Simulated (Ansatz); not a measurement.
The parent structure is Ni in the fcc (Cu type) structure (space group Fm-3m, No. 225; ferromagnetic; relaxed with 0.1 eV smearing).

```
CELL_PARAMETERS angstrom
      0.00000     1.76032     1.76032
      1.76032     0.00000     1.76032
      1.76032     1.76032     0.00000
ATOMIC_POSITIONS crystal
  Ni 0.00000 0.00000 0.00000
```

All numbers come from Kohn–Sham DFT with the PBE functional, run in Ansatz (an electronic-structure program) with PAW and 420 eV plane waves, scalar-relativistic without spin-orbit coupling.

Before the change:

```
Item                   Value
-------------------  -------
Largest site moment  0.67 μB
Pressure             0.0 GPa
```

Modification: every lattice vector is shortened by 4.87 %; the atoms relax in the strained cell.

Task: Predict the new largest site moment and pressure.

Result: The largest site moment shrinks by 0.06 μB to 0.61 μB; the pressure goes from zero to 42.5 GPa.

The magnetic state is the one reached from the starting moments; the real material's order can differ, and small cells can't hold many antiferromagnetic ones. Whether these cells are dynamically stable was not tested.
